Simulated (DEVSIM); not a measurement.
Structure: abrupt Si p-n junction, at 300 K.

Layer 1 from the left is Si, thickness (μm) 0.150, Na (cm⁻³) 6.9e18, τn (s) 4.9e-7, τp (s) 4.9e-7. Layer 2 from the left is Si, thickness (μm) 0.850, Nd (cm⁻³) 9.1e17, τn (s) 4.9e-7, τp (s) 4.9e-7.

Left contact: ohmic. Right contact: ohmic. Voltage is applied to the left contact. Recombination: SRH at mid-gap, radiative. Mobility is μmin + (μ − μmin)/(1 + (N/Nref)^α).

Constants are typed, rounded textbook-type inputs, not results; the design itself was drawn at random and stands for no fabricated device. Values at 300 K.

Si: gap (eV) 1.124, affinity (eV) 4.05, permittivity 11.7, Nc (cm⁻³) 2.86e19, Nv (cm⁻³) 3.1e19, μn (cm²/Vs) 1417, μp (cm²/Vs) 470, μn,min 52, μp,min 45, Nref,n 9.7e16, Nref,p 2.2e17, αn 0.68, αp 0.72, B (cm³/s) 4.7e-15.

Question: Estimate by hand the built-in potential, the peak field at zero bias, and compare with a numerical solution.

Answer: 
- Built-in potential: ni = √(Nc Nv) exp(−Eg/2kT) = 1.08e10 cm⁻³ with Eg = 1.124 eV; Vbi = kT/q ln(Na Nd/ni²) = 0.996 V; numerical 0.996 V.
- Peak field at zero bias: depletion approximation: W = √(2εVbi/(qN)) = 0.0400 μm with N = 8.04e17 cm⁻³; field = 2Vbi/W = 498000 V/cm; numerical 485000 V/cm (estimate above by 2.6 %).

DEVSIM, 1D drift-diffusion, Boltzmann statistics, complete ionisation; no tunnelling, impact ionisation, image-force lowering or self-heating.
